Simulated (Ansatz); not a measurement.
Some atoms of an NVE trajectory of composition GaGe15, cell Ga4Ge60, held well above this temperature first [in the run: it was liquid; mean temperature 1487 K (target 1490 K); density 4.98 g/cm³]; time step 3.0 fs, velocity Verlet. The numbers are results of PBE (plane waves, PAW; Ansatz, an electronic-structure program), not measurements. On the run's last frame a denser k-mesh moved the forces by 0.100 eV/Å rms, the static pressure by 0.09 GPa and the free energy by 9 meV/atom, which is about how far such values are converged.

```
atom  mass (u)                  x y z (Å)                       v (Å/fs)                F (eV/Å)
----  --------  -------------------------  -----------------------------  ----------------------
Ge1     72.630   2.15631 -7.14327 4.71319  -0.001517 -0.004036 -0.002377    0.2991 0.6020 0.0465
Ge13    72.630   6.71723 5.18196 -3.61651   0.008574 -0.003011 -0.006715  0.3469 -0.4375 -0.6031
Ge15    72.630  -0.39464 3.26282 10.80391  -0.000478 -0.000479 -0.008280  0.2872 -0.1590 -0.1073
Ge52    72.630   0.36608 12.52267 9.59288    0.002968 -0.001389 0.007058  -0.3235 1.4901 -0.3763
```

### Question
Give their positions one step later.

### Answer
x' = x + vΔt + FΔt²/(2m), with 1 eV/(Å·u) = 0.0096485 Å/fs².
```tsv
atom	x' y' z' (Å)
Ge1	2.15193 -7.15501 4.70609
Ge13	6.74316 5.17267 -3.63702
Ge15	-0.39590 3.26128 10.77901
Ge52	0.37479 12.51939 9.61383
```
